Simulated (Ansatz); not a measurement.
# Convergence series on Mg₆GaNi (Amm2, 8 atoms in the cell)

```xyz
8
Lattice="4.8351 0.0000 0.0000 0.0000 3.1211 5.2265 0.0000 -3.1211 5.2265" Properties=species:S:1:pos:R:3 pbc="T T T"
Mg     0.0000    -1.5156     6.1875
Mg     0.0000     1.5156     6.1875
Mg     0.0000     0.0000     3.5290
Mg     2.4176    -1.6540     4.2422
Mg     2.4176     1.6540     4.2422
Mg     2.4176     0.0000     1.7174
Ga     2.4176     0.0000     6.9909
Ni     0.0000     0.0000     8.7151
```

Level of theory: LDA (PW92), default PAW files made with PBE (plane waves; Ansatz, a program for electronic structure).

The starting cell comes from a database of computed structures (which also holds hypothetical and non-ambient phases and stackings), without a prior relaxation at this level. Its lattice was rescaled by a random factor within 2.5 % of one. Spin polarisation is off. In the base run, with a pressure of about -4 GPa the cell is away from its equilibrium volume at this level. Ansatz's pressure includes its estimate of the finite-basis (Pulay) stress.

Held fixed: basis.ecutwfc = 420 eV; hamiltonian.xc = lda; hamiltonian.pseudopotentials = {kind: paw} (the program's default PAW files); scf.occupations.method = fermi_dirac; scf.occupations.width = 0.05 eV.

ΔF is the free energy per atom less that of the last row (17 15 15).

```tsv
kpoints.mp_grid.grid	ΔF (meV/atom)	pressure (GPa)	largest force (eV/Å)	k-points	iterations
1 1 1	103.2	-4.55	0.321	1	10
2 2 2	4.6	-4.33	0.300	6	8
3 3 3	29.3	-4.55	0.158	8	9
4 4 4	-3.6	-4.63	0.179	21	9
5 4 4	-6.6	-4.64	0.148	21	8
5 5 5	-5.3	-4.47	0.158	27	8
6 5 5	-3.2	-4.51	0.149	36	8
7 6 6	1.65	-4.56	0.138	52	8
8 7 7	-1.39	-4.57	0.141	80	8
9 8 8	-0.85	-4.56	0.138	105	8
11 10 10	-0.28	-4.56	0.140	186	8
13 12 12	-0.11	-4.57	0.139	301	8
17 15 15	0.00	-4.57	0.139	576	8
```

Pressure within 0.2 GPa of the last row: from kpoints.mp_grid.grid = 3 3 3 on; the one before it is off by 0.24 GPa. The value it settles on is -4.6 GPa at this level of theory and with the other settings as held.

Keys are those of Ansatz 0.2.
